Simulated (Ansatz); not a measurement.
**Ca(OH)2 (P-3m1, No. 164)**

Method: PBEsol (PAW; Ansatz, a first-principles code).

Settings: plane-wave cutoff 500 eV, 12×12×8 k mesh (along the axes of the cell as run), gaussian smearing 0.02 eV, scalar-relativistic PAW data made under PBE.

Cell (relaxed at this level):

Space group P-3m1 (No. 164); a = b = 3.561 Å, c = 4.768 Å, α = β = 90.00°, γ = 120.00°

```tsv
atom	site	symmetry	x	y	z
Ca	1a	-3m.	0.0000	0.0000	0.0000
H	2d	3m.	0.3333	0.6667	0.4433
O	2d	3m.	0.3333	0.6667	0.2388
```

```
Quantity                        Value
--------  ---------------------------
band gap  4.19 eV (on the SCF k mesh)
```

Note: the relaxation could not lower the start's symmetry, so the cell can be a saddle point above a distorted one.

Computed values are for the static lattice.
